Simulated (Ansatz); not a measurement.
The starting structures come from a database of crystals and need not be the phases stable at ambient conditions.

Inside the gap of an insulator the Bloch states are evanescent, with a wavenumber k + iκ along the transport direction.

Consider the following.

```xyz
4
Lattice="3.9875 0.0000 0.0000 0.0000 3.9875 0.0000 0.0000 0.0000 5.6326" Properties=species:S:1:pos:R:3 pbc="T T T"
Zn     1.9937     0.0000     4.2980
Zn     0.0000     1.9937     1.3346
Se     0.0000     0.0000     2.8163
S      1.9937     1.9937     0.0000
```

Space group of this cell: P-4m2. The cell is strained (all lengths scaled by 1.02); by r2SCAN its mean pressure is -3.7 GPa.

Transport runs along the normal of the first two printed cell vectors, the (001) plane of the conventional cell.

No gap correction and no spin-orbit coupling; mid-gap values are interpolated between computed energies.

Task: State the band gap and the smallest decay constant κ at mid-gap according to r2SCAN (Ansatz, a program for electronic structure).

Result: Gap 1.92 eV on a 8×8×6 mesh; κ = 0.140 1/Å, at the zone centre.
